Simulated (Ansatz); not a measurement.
**Surface dipole against coverage: Li on hcp Ru (0001)**

One Li atom in each cell of a four-layer slab of hcp Ru (0001), started at a threefold hollow (fcc) site; the adatom and the upper two layers relax, with a dipole correction. Δφ is the change of the top face's work function against the clean slab's 5.02 eV. By the Helmholtz relation an adatom's dipole is μ = |Δφ|/(0.377 eV × n) in debye, for n adatoms per nm². In Topping's model neighbouring dipoles depolarise each other, so that 1/μ = (1 + 9α·n^(3/2))/μ0 is a line in x = n^(3/2). Calculation: PBE (plane waves to 420 eV, PAW; Ansatz, a program for electronic structure). All cells sample the k points of the 1×1 cell's 12×12×1 mesh, with Fermi-Dirac smearing of 0.1 eV (energies taken to zero smearing), without spin polarisation or spin-orbit coupling.

| cell | x (nm⁻³) | 1/μ (1/D) | n (nm⁻²) | Δφ (eV) |
|---|---|---|---|---|
| 4×3 | 1.48 | 0.412 | 1.30 | -1.19 |
| 3×3 | 2.28 | 0.429 | 1.73 | -1.52 |
| 4×2 | 2.72 | 0.448 | 1.95 | -1.64 |
| 3×2 | 4.19 | 0.475 | 2.60 | -2.06 |
| 2×2 | 7.70 | ? | 3.90 | ? |

Question: Using a straight line, estimate the missing 1/μ at x = 7.70 from the other rows, showing the fit.

Answer: With u = x - 2.7, the rows have u = -1.2200, -0.4200, 0.0200, 1.4900. Means: u -0.032500, 1/μ 0.4410. About the means, the sum of products is 0.091220 and the sum of squares of u is 3.8811; the slope is their ratio. Least squares gives 1/μ = 0.4418 + 0.02350·u. Residuals (row less fit): -0.0011, -0.0029, 0.0057, -0.0018; standard error 0.0048 (degrees of freedom: 2). At x = 0 the line gives 1/μ0 = 0.378, so a lone adatom carries about 2.6 D, its positive end outward; slope over intercept is 9α, which puts α at roughly 6.9 Å³, a figure that hangs on Δφ's last digit. At the withheld row, u = 5.0000, so 1/μ = 0.4418 + 0.02350 × 5.0000 = 0.5593 1/D. The calculation gives 0.554 1/D, 0.0053 1/D below the prediction (3.7 % of the range of 1/μ in the table). The row lies outside the fitted rows, so this is an extrapolation.

The model takes a square or triangular net of point dipoles; the 4×2, 3×2 and 4×3 nets are stretched, and dense layers bond among themselves. Chains in 3×1 and 2×1 cells were run too and aren't shown. Only series are tabulated where Δφ keeps its sign and exceeds 0.12 eV, and the fitted rows scatter about the line by under a tenth of the table's range (standard error).

As a change of work function, the prediction is 0.377 × 3.90/0.559 = 2.63 eV in size, against 2.65 eV from the run.

Each row is one calculation, so residuals can be the form's limits or numerical noise.
